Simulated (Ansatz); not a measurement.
Defect: interstitial Cu in cuprite, charge state +1. All values below come from PBE, PAW (plane waves to 420 eV; Ansatz, a first-principles code).

48-site cell at the relaxed PBE lattice, one k-point at (0.250, 0.250, 0.250), smearing 0.05 eV, spin-restricted, no finite-size correction. No zero-point or tunnelling terms. PBE gaps are too small, and in this host the defect's levels may merge with the bands. The charge state is imposed; whether it is stable for some Fermi level was not computed. Sites that were not tried may lie lower.

Barriers: single points on a 2×2×2 k-point mesh shifted by half a step at the bands' geometries.

The step: a concerted move, in which Cu travels most. Atoms about the jump, Cartesian Å from the middle of the jump, before and after:

```json
[
 {"atom": "Cu1", "x0": "-0.53", "y0": "-0.56", "z0": "-0.54", "x1": "0.53", "y1": "0.56", "z1": "0.54"},
 {"atom": "O2", "x0": "0.62", "y0": "-1.69", "z0": "0.64", "x1": "0.55", "y1": "-1.43", "z1": "0.56"},
 {"atom": "O3", "x0": "0.55", "y0": "2.65", "z0": "0.56", "x1": "0.53", "y1": "2.56", "z1": "0.55"},
 {"atom": "Cu4", "x0": "-0.66", "y0": "1.88", "z0": "-0.64", "x1": "-0.83", "y1": "1.99", "z1": "-0.80"},
 {"atom": "Cu5", "x0": "1.90", "y0": "-0.66", "z0": "-0.38", "x1": "1.89", "y1": "-0.87", "z1": "-0.79"},
 {"atom": "Cu6", "x0": "-0.41", "y0": "-0.65", "z0": "1.90", "x1": "-0.81", "y1": "-0.87", "z1": "1.91"},
 {"atom": "Cu7", "x0": "1.61", "y0": "1.56", "z0": "1.62", "x1": "1.88", "y1": "1.99", "z1": "1.90"},
 {"atom": "O8", "x0": "-1.69", "y0": "0.60", "z0": "-1.67", "x1": "-1.67", "y1": "0.51", "z1": "-1.66"},
 {"atom": "Cu9", "x0": "-0.67", "y0": "-0.41", "z0": "-2.96", "x1": "-0.53", "y1": "-0.54", "z1": "-2.68"},
 {"atom": "Cu10", "x0": "-2.96", "y0": "-0.42", "z0": "-0.64", "x1": "-2.70", "y1": "-0.54", "z1": "-0.52"},
 {"atom": "O11", "x0": "2.67", "y0": "0.54", "z0": "-1.59", "x1": "2.76", "y1": "0.58", "z1": "-1.67"},
 {"atom": "O12", "x0": "-1.62", "y0": "0.55", "z0": "2.68", "x1": "-1.69", "y1": "0.58", "z1": "2.77"},
 {"atom": "Cu13", "x0": "-0.40", "y0": "-2.99", "z0": "-0.38", "x1": "-0.52", "y1": "-2.54", "z1": "-0.51"},
 {"atom": "Cu14", "x0": "1.56", "y0": "1.60", "z0": "-2.65", "x1": "1.61", "y1": "1.64", "z1": "-2.68"},
 {"atom": "Cu15", "x0": "-2.67", "y0": "1.61", "z0": "1.58", "x1": "-2.70", "y1": "1.64", "z1": "1.63"},
 {"atom": "O16", "x0": "2.69", "y0": "0.51", "z0": "2.71", "x1": "2.75", "y1": "0.55", "z1": "2.77"}
]
```

**Question.** Predict the transition state.

**Answer.** 
```json
[
 {"atom": "Cu1", "x": "0.25", "y": "0.42", "z": "0.24"},
 {"atom": "O2", "x": "0.58", "y": "-1.54", "z": "0.59"},
 {"atom": "O3", "x": "0.46", "y": "2.60", "z": "0.47"},
 {"atom": "Cu4", "x": "-0.90", "y": "2.07", "z": "-0.87"},
 {"atom": "Cu5", "x": "2.04", "y": "-0.88", "z": "-0.62"},
 {"atom": "Cu6", "x": "-0.62", "y": "-0.86", "z": "2.03"},
 {"atom": "Cu7", "x": "1.68", "y": "1.77", "z": "1.70"},
 {"atom": "O8", "x": "-1.75", "y": "0.60", "z": "-1.73"},
 {"atom": "Cu9", "x": "-0.52", "y": "-0.48", "z": "-2.64"},
 {"atom": "Cu10", "x": "-2.65", "y": "-0.48", "z": "-0.51"},
 {"atom": "O11", "x": "2.75", "y": "0.56", "z": "-1.64"},
 {"atom": "O12", "x": "-1.64", "y": "0.57", "z": "2.76"},
 {"atom": "Cu13", "x": "-0.51", "y": "-2.59", "z": "-0.50"},
 {"atom": "Cu14", "x": "1.58", "y": "1.61", "z": "-2.63"},
 {"atom": "Cu15", "x": "-2.65", "y": "1.62", "z": "1.60"},
 {"atom": "O16", "x": "2.66", "y": "0.50", "z": "2.67"}
]
```
It lies 0.44 eV above the start and 0.034 eV above the end. The program found a first-order saddle point.
